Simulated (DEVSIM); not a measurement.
System: abrupt Si n-p junction, at 400 K.

```
layer (left to right)  material  thickness (μm)  Nd (cm⁻³)  Na (cm⁻³)  τn (s)   τp (s)
---------------------  --------  --------------  ---------  ---------  ------  -------
1                            Si            2.20     3.1e18          -  3.3e-5  0.00033
2                            Si            22.0          -     4.8e15  3.3e-5   3.3e-5
```

Left contact: ohmic. Right contact: ohmic. Voltage is applied to the left contact. Recombination: SRH at mid-gap, radiative, Auger. Gap narrowing is on: ΔEg = 6.92 meV × (l + √(l² + 0.5)), l = ln(N/1.3e17 cm⁻³), shared equally by both band edges. Mobility is μmin + (μ − μmin)/(1 + (N/Nref)^α).

This is a model device: material constants are rounded textbook-type values typed into the input, and sizes, dopings and lifetimes were drawn at random. Values at 300 K; Nc and Nv go as T^1.5, mobilities as T to minus their exponent, the gap by Varshni's rule with the affinity fixed.

```tsv
parameter	Si
gap (eV)	1.124
affinity (eV)	4.05
permittivity	11.7
Nc (cm⁻³)	2.86e19
Nv (cm⁻³)	3.1e19
μn (cm²/Vs)	1417
μp (cm²/Vs)	470
μn,min	52
μp,min	45
Nref,n	9.7e16
Nref,p	2.2e17
αn	0.68
αp	0.72
T exponent of μn	2.3
T exponent of μp	2.2
B (cm³/s)	4.7e-15
Cn (cm⁶/s)	2.8e-31
Cp (cm⁶/s)	9.9e-32
Varshni α (eV/K)	0.000473
Varshni β (K)	636
```

Model (solved in DEVSIM): 1D drift-diffusion, Boltzmann statistics, complete ionisation; no tunnelling, impact ionisation, image-force lowering or self-heating.

**Question.** Tabulate band edges, carrier densities and field at 20.0 V on the left contact.

**Answer.** Energies count from the Fermi level of the right contact; mesh points crowd at the junctions.

| x (μm) | Ec (eV) | Ev (eV) | n (cm⁻³) | p (cm⁻³) | field (V/cm) |
|---|---|---|---|---|---|
| 0.000 | -19.909 | -20.961 | 3.1e18 | 3.8e7 | ≈ 0 |
| 0.03222 | -19.909 | -20.961 | 3.1e18 | 3.7e7 | ≈ 0 |
| 0.1121 | -19.909 | -20.961 | 3.1e18 | 3.6e7 | ≈ 0 |
| 0.2913 | -19.909 | -20.961 | 3.1e18 | 3.3e7 | ≈ 0 |
| 0.9806 | -19.909 | -20.961 | 3.1e18 | 2.1e7 | ≈ 0 |
| 1.698 | -19.909 | -20.961 | 3.1e18 | 8700000 | ≈ 0 |
| 1.997 | -19.909 | -20.961 | 3.1e18 | 3500000 | ≈ 0 |
| 2.153 | -19.909 | -20.961 | 3.1e18 | 750000 | ≈ 0 |
| 2.194 | -19.900 | -20.952 | 2.4e18 | 68000 | 32000 |
| 2.222 | -19.430 | -20.526 | 2.9e12 | 12000 | 170000 |
| 2.284 | -18.364 | -19.460 | 870000 | 26000 | 170000 |
| 2.530 | -14.457 | -15.553 | 950000 | 90000 | 150000 |
| 3.008 | -8.120 | -9.216 | 1200000 | 280000 | 110000 |
| 4.215 | 0.320 | -0.775 | 4300000 | 8.1e9 | 25000 |
| 8.553 | 0.779 | -0.317 | 1.4e9 | 4.8e15 | ≈ 0 |
| 16.27 | 0.779 | -0.317 | 4.1e9 | 4.8e15 | ≈ 0 |
| 20.84 | 0.779 | -0.317 | 5.6e9 | 4.8e15 | ≈ 0 |
| 22.84 | 0.779 | -0.317 | 6.3e9 | 4.8e15 | ≈ 0 |
| 23.78 | 0.779 | -0.317 | 6.7e9 | 4.8e15 | ≈ 0 |
| 24.04 | 0.779 | -0.317 | 6.8e9 | 4.8e15 | ≈ 0 |
| 24.15 | 0.779 | -0.317 | 6.8e9 | 4.8e15 | ≈ 0 |
| 24.20 | 0.779 | -0.317 | 6.8e9 | 4.8e15 | ≈ 0 |
